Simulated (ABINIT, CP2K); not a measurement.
An ABINIT input for a self-consistent single point of AlNi (Pm-3m, 2 atoms in the cell) (DFT, PBE, plane waves, norm-conserving pseudopotentials (PseudoDojo nc-sr-05 PBE standard)):

```
# AlNi, PseudoDojo nc-sr-05 PBE standard
pp_dirpath "./"
pseudos "Al.upf, Ni.upf"
acell 5.2250209250 5.2250209250 5.2250209250
rprim
         1.0000000000    0.0000000000    0.0000000000
         0.0000000000    1.0000000000    0.0000000000
         0.0000000000    0.0000000000    1.0000000000
natom 2
ntypat 2
znucl 13 28
typat 1 2
xcart
         2.6125104625    2.6125104625    2.6125104625
         0.0000000000    0.0000000000    0.0000000000
ecut 49 Ha
ixc 11
occopt 7
tsmear 0.00999582
nband 16
kptopt 1
ngkpt 9 9 9
nshiftk 1
shiftk 0 0 0
nstep 50
toldfe 1.0e-09
prtwf 0
prtden 0
prtvol 1
```

Q: Translate this input to CP2K.

A: One input that does it (others would too):

```
&GLOBAL
  PROJECT scf
  RUN_TYPE ENERGY_FORCE
  PRINT_LEVEL MEDIUM
&END GLOBAL
&FORCE_EVAL
  METHOD Quickstep
  STRESS_TENSOR ANALYTICAL
  &DFT
    BASIS_SET_FILE_NAME BASIS_MOLOPT
    POTENTIAL_FILE_NAME GTH_POTENTIALS
    &QS
      METHOD GPW
      EPS_DEFAULT 1E-11
    &END QS
    &MGRID
      CUTOFF 600
      REL_CUTOFF 50
      NGRIDS 5
    &END MGRID
    &SCF
      SCF_GUESS ATOMIC
      EPS_SCF 1E-7
      MAX_SCF 100
      ADDED_MOS 5
      &DIAGONALIZATION
        ALGORITHM STANDARD
      &END DIAGONALIZATION
      &MIXING
        METHOD BROYDEN_MIXING
        ALPHA 0.2
        NBUFFER 8
      &END MIXING
      &SMEAR ON
        METHOD GAUSSIAN
        SIGMA [eV] 0.272
      &END SMEAR
    &END SCF
    &KPOINTS
      SCHEME MONKHORST-PACK 9 9 9
    &END KPOINTS
    &XC
      &XC_FUNCTIONAL PBE
      &END XC_FUNCTIONAL
    &END XC
    &PRINT
      &MO
        EIGENVALUES T
        OCCUPATION_NUMBERS T
        NDIGITS 8
        FILENAME mo
        &EACH
          QS_SCF 0
        &END EACH
        ADD_LAST NUMERIC
      &END MO
      &MULLIKEN ON
      &END MULLIKEN
    &END PRINT
  &END DFT
  &SUBSYS
    &CELL
      A 2.76496200 0.00000000 0.00000000
      B 0.00000000 2.76496200 0.00000000
      C 0.00000000 0.00000000 2.76496200
      PERIODIC XYZ
    &END CELL
    &COORD
      SCALED
      Al       0.50000000     0.50000000     0.50000000
      Ni       0.00000000     0.00000000     0.00000000
    &END COORD
    &KIND Al
      BASIS_SET DZVP-MOLOPT-SR-GTH-q3
      POTENTIAL GTH-PBE-q3
    &END KIND
    &KIND Ni
      BASIS_SET DZVP-MOLOPT-SR-GTH-q18
      POTENTIAL GTH-PBE-q18
    &END KIND
  &END SUBSYS
  &PRINT
    &FORCES ON
    &END FORCES
    &STRESS_TENSOR ON
    &END STRESS_TENSOR
  &END PRINT
&END FORCE_EVAL
```

Basis settings and potentials, where a program has them, do not carry over. This input uses DFT PBE, GPW, DZVP-MOLOPT-SR-GTH basis, GTH-PBE potentials (GTH_POTENTIALS). Both were run: pressure 28.88 GPa in ABINIT and 28.84 in CP2K.

On CP2K: the starting cell comes from a database of computed structures (which also holds hypothetical and non-ambient phases and stackings), without a prior relaxation at this level. Its lattice was rescaled by a random factor within 2.5 % of one. For this run, on top of that: lattice scaled by 0.98. Spin polarisation is off. Values carry the incompleteness of an atom-centred basis. With a pressure of about 29 GPa the cell is away from its equilibrium volume at this level.

On ABINIT: the starting cell comes from a database of computed structures (which also holds hypothetical and non-ambient phases and stackings), without a prior relaxation at this level. Its lattice was rescaled by a random factor within 2.5 % of one. For this run, on top of that: lattice scaled by 0.98. Spin polarisation is off. With a pressure of about 29 GPa the cell is away from its equilibrium volume at this level.
